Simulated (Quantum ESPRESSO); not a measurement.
Input and output of a self-consistent single point for TiPd (P1, 2 atoms in the cell) (Quantum ESPRESSO).

Computed with PBEsol, GBRV 1.5 ultrasoft (PBESOL) pseudopotentials (plane waves; Quantum ESPRESSO).

```
CELL_PARAMETERS angstrom
      3.17580     0.00000     0.00000
      0.00000     3.17580     0.00000
      0.00000     0.00000     3.17580
ATOMIC_POSITIONS crystal
  Ti 0.51086 0.50389 0.50314
  Pd 0.98914 0.99611 0.99686
```

Reference input (self-consistent single point, DFT, LDA (PZ), plane waves, GBRV 1.5 ultrasoft (LDA) pseudopotentials): ecutwfc = 50 Ry; ecutrho = 400 Ry; occupations = smearing; smearing = gaussian; degauss = 0.0036749 Ry; potentials = {Ti: ti_lda_v1.4.uspp.F.UPF, Pd: pd_lda_v1.4.uspp.F.UPF}; K_POINTS = automatic 9 9 9 0 0 0; conv_thr = 1e-09 Ry; mixing_beta = 0.4. This run's input differs from it in these lines:

```diff
@@ -23,4 +23,4 @@
 ATOMIC_SPECIES
-Ti    47.8670  ti_lda_v1.4.uspp.F.UPF
-Pd   106.4200  pd_lda_v1.4.uspp.F.UPF
+Ti    47.8670  ti_pbesol_v1.4.uspp.F.UPF
+Pd   106.4200  pd_pbesol_v1.4.uspp.F.UPF
 ATOMIC_POSITIONS angstrom
```

Output, abridged:

```
     Self-consistent Calculation

     iteration #  1     ecut=    50.00 Ry     beta= 0.40

     negative rho (up, down):  7.351E-02 0.000E+00

     total energy              =    -304.44139850 Ry
     estimated scf accuracy    <      26.68910460 Ry

     iteration #  2     ecut=    50.00 Ry     beta= 0.40

     negative rho (up, down):  7.670E-02 0.000E+00

     total energy              =    -318.87533131 Ry
     estimated scf accuracy    <      17.92189832 Ry

     iteration #  3     ecut=    50.00 Ry     beta= 0.40

     negative rho (up, down):  7.820E-02 0.000E+00

     total energy              =    -318.02786599 Ry
     estimated scf accuracy    <       5.68283984 Ry

   [... 15 blocks of this kind left out ...]

     iteration # 19     ecut=    50.00 Ry     beta= 0.40

     negative rho (up, down):  7.801E-02 0.000E+00

     total energy              =    -317.85431131 Ry
     estimated scf accuracy    <          2.3E-09 Ry

     iteration # 20     ecut=    50.00 Ry     beta= 0.40

     negative rho (up, down):  7.801E-02 0.000E+00
     End of self-consistent calculation

     Number of k-points >= 100: set verbosity='high' to print the bands.

     the Fermi energy is    16.4455 ev

!    total energy              =    -317.85431131 Ry
     estimated scf accuracy    <          1.4E-10 Ry
     smearing contrib. (-TS)   =      -0.00041693 Ry
     internal energy E=F+TS    =    -317.85389438 Ry

     convergence has been achieved in  20 iterations

     negative rho (up, down):  7.801E-02 0.000E+00

     Forces acting on atoms (cartesian axes, Ry/au):

     atom    1 type  1   force =    -0.00758258   -0.00280021   -0.00226703
     atom    2 type  2   force =     0.00758258    0.00280021    0.00226703

     Total force =     0.011872     Total SCF correction =     0.000002

     negative rho (up, down):  7.801E-02 0.000E+00
          total   stress  (Ry/bohr**3)                   (kbar)     P=      -63.38
  -0.00044129   0.00000227   0.00000182          -64.92        0.33        0.27
   0.00000227  -0.00042592   0.00000037            0.33      -62.65        0.05
   0.00000182   0.00000037  -0.00042526            0.27        0.05      -62.56

   JOB DONE.
```

The run converged in 20 iterations. Against the reference run the pressure goes from -10.99 to -6.34 GPa and the largest force goes from 0.180 to 0.216 eV/Å.

The starting cell comes from a database of computed structures (which also holds hypothetical and non-ambient phases and stackings), without a prior relaxation at this level. Its atoms were displaced at random from the sites of space group no. 221. Spin polarisation is off. With a pressure of about -6 GPa the cell is away from its equilibrium volume at this level.

Cost on one core of a shared machine: roughly 4 min.
